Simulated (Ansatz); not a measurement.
System: cubic perovskite BaLiF3. Method: r²SCAN (Ansatz, a first-principles code, plane waves, PAW).

Numerical settings: plane-wave cutoff 560 eV, 8×8×8 k mesh, Fermi–Dirac smearing 0.01 eV, scalar-relativistic PAW data made under PBE.

Properties against volume:

| V (Å³/atom) | P (GPa) | direct gap at Γ (eV) |
|---|---|---|
| 11.866 | 5.72 | 7.502 |
| 12.118 | 3.59 | 7.469 |
| 12.370 | 1.69 | 7.435 |
| 12.623 | 0.00 | 7.400 |
| 12.875 | -1.51 | 7.364 |
| 13.128 | -2.86 | 7.326 |
| 13.380 | -4.06 | 7.289 |

A straight line through the gaps at Γ against ln V gives a volume deformation potential dE_g(Γ)/d ln V of -1.8 eV: the gap at Γ widens under compression.

Note: the relaxation could not lower the start's symmetry, so the cell can be a saddle point above a distorted one.

Spin–orbit coupling is not included.
